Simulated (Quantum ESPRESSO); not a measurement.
A working Quantum ESPRESSO input for FeRu (P-6m2, 2 atoms in the cell) (DFT, PBEsol, plane waves, GBRV 1.5 ultrasoft (PBESOL) pseudopotentials):

```fortran
&control
   calculation = 'scf',
   prefix = 'feru',
   outdir = './tmp',
   pseudo_dir = './',
   tprnfor = .true.,
   tstress = .true.,
/
&system
   ibrav = 0,
   nat = 2,
   ntyp = 2,
   ecutwfc = 50,
   ecutrho = 400,
   occupations = 'smearing',
   smearing = 'methfessel-paxton',
   degauss = 0.0099958,
/
&electrons
   conv_thr = 1.0d-10,
   mixing_beta = 0.7,
/
ATOMIC_SPECIES
Fe    55.8450  fe_pbesol_v1.5.uspp.F.UPF
Ru   101.0700  ru_pbesol_v1.2.uspp.F.UPF
ATOMIC_POSITIONS crystal
Fe    0.0000000000    0.0000000000    0.5000000000
Ru    0.6666666667    0.3333333333    0.0000000000
K_POINTS automatic
11 11 7  1 1 1
CELL_PARAMETERS angstrom
   2.6428000363     0.0000000000     0.0000000000
  -1.3214000182     2.2887319686     0.0000000000
   0.0000000000     0.0000000000     4.0702300000
```

The run converged in 15 iterations: free energy E − TS -6046.7484 eV; Fermi level (on the code's own zero) 21.37 eV; pressure -14.03 GPa. Each of these slips is then made, one at a time:

(1)
```diff
+   celldm(1) = 4.994168,
```

(2)
```diff
-Ru   101.0700  ru_pbesol_v1.2.uspp.F.UPF
+Ru   101.0700  ru_pbe_v1.2.uspp.F.UPF
```

**Question.** What happens in each case?

**Answer.** 
(1) The cell or its scale given twice. The program stopped before any SCF iteration.
```
Error in routine cell_base_init (2):
lattice parameter specified twice
```

(2) Potentials made for another functional. The program stopped before any SCF iteration.
```
Error in routine set_dft_from_name (4):
conflicting values for igcx
```

The starting cell comes from a database of computed structures (which also holds hypothetical and non-ambient phases and stackings), without a prior relaxation at this level. Spin polarisation is off. In the base run, with a pressure of about -14 GPa the cell is away from its equilibrium volume at this level.

Left out of this page: 3 runs of the series outside the window shown, repeating another row's setting, or not comparable; 1 run of the series stopped by limits of time or memory.
